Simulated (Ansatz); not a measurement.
**Effective masses and thermopower of GaS under load (space group R-3m)**

Given:

```xyz
4
Lattice="1.6999 0.9814 7.0227 -1.6999 0.9814 7.0227 0.0000 -1.9629 7.0227" Properties=species:S:1:pos:R:3 pbc="T T T"
Ga     0.0000     0.0000    19.8977
Ga     0.0000     0.0000     1.1704
S      0.0000     0.0000     4.7326
S      0.0000     0.0000    16.3355
```

Calculation: PBEsol+D3BJ with spin-orbit coupling, rigid bands (plane waves, PAW; Ansatz, a program for electronic structure). Condition of this run: hydrostatic pressure 10 GPa (the target of the relaxation). Geometry: cell and atoms relaxed with PBEsol+d3bj, then loaded as said.

The band gap is 0.72 eV, the electron conductivity mass (300 K, dilute) is 0.48 (x), 0.48 (y), 0.25 (z) mₑ and the hole conductivity mass (300 K, dilute) is 2.1 (x), 2.1 (y), 0.152 (z) mₑ. The effective density of states N_c (300 K) comes out as 2.4e19 cm⁻³, the effective density of states N_v (300 K) is 3.1e19 cm⁻³ and the density-of-states mass, electrons is 0.97 mₑ. The density-of-states mass, holes comes out as 1.15 mₑ and the Seebeck coefficient, n-type 1e19 cm⁻³, 300 K is -292 μV/K. The best n-type power factor at 300 K for τ = 10 fs (best axis; densities from 1e16 to 1e21 cm⁻³ tried, whether or not they can be reached) comes out as 15.3 μW/(cm·K²) at 1e20 cm⁻³ and the Seebeck coefficient, p-type 1e19 cm⁻³, 300 K comes out as 300 μV/K. The best p-type power factor at 300 K for τ = 10 fs (best axis; densities from 1e16 to 1e21 cm⁻³ tried, whether or not they can be reached) comes out as 18.5 μW/(cm·K²) at 3e19 cm⁻³.

Rigid bands; masses and Seebeck coefficients take one relaxation time τ for all states and one kind of carrier; polarons and phonon drag are left out. Geometry: cell and atoms relaxed with PBEsol+D3(BJ).

Computed structure with no diffraction record at hand here (it may be known, metastable or hypothetical): GaS under load (space group R-3m). PBEsol with a dispersion correction tends to overbind, so the cell can be several per cent short, in bad cases over ten, which usually narrows a gap: GaS under load (space group R-3m).
